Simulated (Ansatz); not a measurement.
**Pressure series in ZrSnTe**

The reference is ZrSnTe (space group P4/nmm, No. 129; a = 4.044 Å, c = 8.678 Å; a cell from a computed database, its experimental status unchecked).

Cell and atoms are relaxed at each pressure.

Method: Kohn–Sham DFT with the PBEsol functional, run in Ansatz (a first-principles code) with PAW and 420 eV plane waves, no spin-orbit coupling.

Notes on the quantities. enthalpy: H = E + PV relative to the base's energy.

```tsv
case	volume per atom	enthalpy
base	23.66 Å³	–
pressure 0.3 GPa	23.58 Å³	+0.04 eV/atom
pressure 0.7 GPa	23.48 Å³	+0.10 eV/atom
pressure 1.5 GPa	23.29 Å³	+0.22 eV/atom
pressure 3 GPa	22.96 Å³	+0.44 eV/atom
```

Load acts through the strain it causes; cell and atoms are relaxed under it. Whether these cells are dynamically stable was not tested. All final runs are without spin polarisation.
